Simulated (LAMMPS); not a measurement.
LAMMPS 22 Jul 2025, classical MD, Buckingham with full ionic charges: MgO, 13824 atoms.

| Property | Value |
|---|---|
| task | MD, nve |
| potential | Buckingham with full ionic charges |
| copies of the repeat unit | 12×12×12 |
| shape (slab and sphere leave vacuum in the box) | bulk |
| temperature | 1200 K |
| steps | 500 |
| timestep | 1 fs |
| neighbor skin | 2 Å |
| neigh_modify | every 1 delay 0 check yes |
| thermo | 100 |
| kspace_style | pppm |
| pair cutoff | 10 Å |
| newton | on (default) |
| atom_modify sort (bins of 2 Å where set) | 1000 (default) |
| comm_style | brick (default) |
| box | 50.5 × 50.5 × 50.5 Å |
| start | generated rock salt lattice, warmed in an untimed run |
| compared values | energy and forces of the first step, drift over the run |

Machine: one whole node, Arm Neoverse V2, 96 cores on 1 socket, no SMT, 1 L3 cache group.

Wall times, medians of two to five repeats, each run alone on the node (launch to exit). Processes are pinned to neighbouring cores unless said otherwise. The times hold for this build (PyPI wheel: MPICH, OPENMP and OPT packages). Scratch files lie in a memory file system. A preparatory run goes ahead and isn't timed.

All on 64 ranks. The candidates, on 64 cores each, agree within 1.0 meV/atom in energy, 10 meV/Å in forces on 48 atoms, 0.20 meV an atom in drift of the total energy:
A. kspace_accuracy = 0.0001, kmod = order 7
B. kspace_accuracy = 0.0001, kmod = order 5 diff ik (default)
C. kspace_accuracy = 0.0001, kmod = diff ad
D. kspace_accuracy = 1e-05, kmod = order 5 diff ik (default)

Q: Which would you take for the shortest time to solution?

A: A and B, at 1.1 s, level within 8 % or the scatter of repeats. At the other end D takes 1.6× as long.

| candidate | wall time | repeats | neighbour list builds |
|---|---|---|---|
| A | 1.1 s | 3 runs within 1 % | 0 |
| B | 1.1 s | 3 runs within 1 % | 0 |
| C | 1.2 s | 3 runs within 1 % | 0 |
| D | 1.7 s | 3 runs within 1 % | 0 |

From the slowest to the fastest: The k-space grid goes from 72×72×72 to 36×36×36 and Kspace from 0.85 to 0.25 s. What the program resolved moves too: k-space grid from 72 72 72 to 36 36 36.
